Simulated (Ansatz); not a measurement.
## Relaxation of the atoms of N4C4NiCsK (P-1, 22 atoms in the cell) at several settings

```xyz
22
Lattice="7.3037 0.0000 0.0000 -2.7808 8.0214 0.0000 -0.2379 -4.2855 7.8655" Properties=species:S:1:pos:R:3 pbc="T T T"
N      2.6781     1.3435     6.6149
N      1.6070     2.3924     1.2506
N     -1.1171    -0.0282     5.6860
N      5.4022     3.7641     2.1795
N      2.0402     4.2377     4.3268
N      2.2448    -0.5018     3.5387
C      2.9534     4.8500     4.1939
C      1.3316    -1.1141     3.6716
Ni    -0.1190    -2.1427     3.9327
Cs     3.6605    -1.7637     6.8705
Cs     0.6245     5.4996     0.9950
C     -1.7314     3.4545     6.7258
C      6.0164     0.2814     1.1397
C      3.3205     2.2127     7.1175
C      0.9645     1.5232     0.7480
N     -0.9257     3.2901     6.0588
N      5.2107     0.4458     1.8067
C     -0.6937    -0.8389     5.0363
C      4.9788     4.5748     2.8292
Ni     0.0000     0.0000     0.0000
K      0.3324     2.0314     4.0421
K      3.9527     1.7045     3.8234
```
Moments meant for the start (each program seeds them in its own way; μB, in the order of the atoms N N N N N N C C Ni Cs Cs C C C C N N C C Ni K K): 0.0 0.0 0.0 0.0 0.0 0.0 0.0 0.0 2.0 0.0 0.0 0.0 0.0 0.0 0.0 0.0 0.0 0.0 0.0 2.0 0.0 0.0.

Base: Ansatz (an electronic-structure program) with PBEsol, default PAW files made with PBE. Its settings: kpoints.mp_grid.grid = 3 3 2; hamiltonian.xc = pbesol; hamiltonian.pseudopotentials = {kind: paw} (the program's default PAW files); magnetization.spin_polarized = true; scf.occupations.method = cold; scf.occupations.width = 0.05 eV. Starting volume 20.95 Å³ per atom.

Each line gives the change from the base single point and the result:

- atoms moved at random; relax: default → atoms; relax.f_tol: default → 0.005 eV/Å: pressure 0.33 GPa; largest force (vector length) 0.002 eV/Å; relaxation steps 18; free energy against the base single point -146.1 meV/atom.
- atoms moved at random; scf.convergence.dr2_threshold: default (1e-07 eV) → 0.001 eV; relax: default → atoms; relax.f_tol: default → 0.03 eV/Å: pressure 0.32 GPa; largest force (vector length) 0.015 eV/Å; relaxation steps 14; free energy against the base single point -146.1 meV/atom.
- atoms moved at random; relax: default → atoms; relax.f_tol: default → 0.1 eV/Å: pressure 0.20 GPa; largest force (vector length) 0.055 eV/Å; relaxation steps 8; free energy against the base single point -145.9 meV/atom.

The starting cell comes from a database of published, mostly measured structures (it also holds non-ambient and calculated ones), without a prior relaxation at this level. Its lattice was rescaled by a random factor within 2.5 % of one. The starting moments vanished: the run ended non-magnetic, which need not be the lowest state. The program warned that a starting moment was not kept. In the base run, forces exceed 1 eV/Å. Ansatz's pressure includes its estimate of the finite-basis (Pulay) stress.

Keys are those of Ansatz 0.2.
